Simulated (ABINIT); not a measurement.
**Equation of state of AlB2-type MgB2 (space group 191): energy against volume (ABINIT, PBE)**

```
MgB2
1.0
    3.03506     0.00000     0.00000
   -1.51753     2.62844     0.00000
    0.00000     0.00000     3.45741
Mg B
1 2
Direct
  0.00000   0.00000   0.00000
  0.66667   0.33333   0.50000
  0.33333   0.66667   0.50000
```

Method: PBE, norm-conserving pseudopotentials (PseudoDojo nc-sr-05 PBE standard) (plane waves; ABINIT). Settings: pseudos = [Mg.upf, B.upf]; ecut = 1497 eV; ixc = 11; occopt = 3; tsmear = 0.05 eV; ngkpt = 19 19 14; nshiftk = 1; shiftk = 0 0 0; potentials = PseudoDojo nc-sr-05 PBE standard; nband = 13; kptopt = 1; nstep = 80; toldfe = 1e-09 Ha. The cell above is the first row's. The rows scale it uniformly. In all rows fractional positions and the k mesh are held. E is the free energy at the stated smearing, counted from the lowest row.

```
V (Å^3/atom)  E (meV/atom)
------------  ------------
9.1938                   ?
9.3936                2.33
9.5935                0.00
9.7934                1.65
9.9932                6.91
10.1931              15.45
10.3930              26.99
10.5928              41.25
10.7927              57.96
```

### Question
Fit E against V with the third-order Birch-Murnaghan form, a cubic in V^(-2/3), and predict the withheld value at V = 9.1938.

### Answer
With u = V^(-2/3) - 0.214, the rows have u = 0.010618, 0.007487, 0.004463, 0.001541, -0.001286, -0.004023, -0.006671, -0.009239. Least squares gives E = 11.144 - 3077.58·u + 213671·u² - 188013·u³. Residuals (row less fit): -0.001, -0.001, 0.002, 0.002, -0.006, -0.006, 0.011, -0.005; standard error 0.007 (degrees of freedom: 4). Its minimum lies at u = 0.007271, so V0 = (0.221271)^(-3/2) = 9.608. There d²E/du² = 419100 and d³E/du³ = -1128000, so B0 = (4/9) × 9.608^(-7/3) × 419100 × 0.160218 = 152 GPa (the last factor turns the table's units into GPa), and B0' = 4 + (2/3) × 0.221271 × (-1128000)/419100 = 3.6. The program's pressures in the fitted runs (not shown) pass through zero at V = 9.61, 0.00 % from this V0. At the withheld row, u = 0.013861, so E = 11.144 - 3077.58 × 0.013861 + 213671 × 0.013861² - 188013 × 0.013861³ = 9.037 meV/atom. The calculation gives 9.05 meV/atom, 0.013 meV/atom above the prediction (under 0.05 % of the range of E in the table). The row lies outside the fitted rows, so this is an extrapolation. From the scatter of the fitted rows alone, a prediction at this place has a standard error of 0.021 meV/atom, so the miss is 0.6 times that.

Carrying the step between the two nearest rows on in a straight line would have given 4.66, off by 4.39; series whose last step already gives the withheld value aren't shown. The scan was laid around a cell of about the measured size, scaled by a guess for this functional; axis ratios and inner coordinates come from that cell. The runs keep the symmetry of the cell, so they don't test it for distortions. The shape of the cell and the inner coordinates aren't relaxed, so V0 and B0 belong to this uniform scaling; a relaxed crystal lies no higher in energy and is usually softer. Cutoffs and mesh are single choices, not tested for convergence of this quantity. Series with a scatter that would blur these digits, or in which a gap closes, are not shown. Nor are scans whose minimum lies at an end fitted in this form.
